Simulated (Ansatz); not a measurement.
# Effect of pressure 1.8 GPa on HfS2

Consider HfS2 in the CdI2 type structure (space group P-3m1, No. 164; a = 3.548 Å, c = 5.577 Å; layered, stacked along the Cartesian z axis).

Perturbation: a hydrostatic pressure of 1.8 GPa.

Computed with DFT with PBEsol-D3(BJ), PAW potentials and a 420 eV plane-wave cutoff in Ansatz (a program for electronic structure), spin-orbit coupling left out. Γ-centred 11×11×6 mesh, Fermi–Dirac width 0.05 eV.

The density rises by 0.24 g/cm³, from 6.63 g/cm³ to 6.87 g/cm³ and the lattice parameter a falls by 0.0283 Å to 3.519 Å. The c/a ratio drops by 0.018, from 1.572 to 1.554 and the shortest interatomic distance falls by 0.010 Å (2.516 Å → 2.506 Å). The enthalpy H = E + PV relative to the base's energy amounts to +0.22 eV/atom and the band gap falls by 0.21 eV to 0.24 eV. The gap character remains indirect, Γ → L and the mean gap deformation potential ΔEg/Δln V is +5.9 eV. The valence-band top at Γ (three highest levels, from the VBM) goes from 0.00, -0.29, -0.29 eV to 0.00, -0.38, -0.38 eV.

With Hf present, leaving out spin-orbit coupling can change the band edges. Load acts through the strain it causes; cell and atoms are relaxed under it. Stability against distortions was not tested. A zero or small gap of HfS2 under pressure 1.8 GPa can be the functional's error rather than a property of the material.
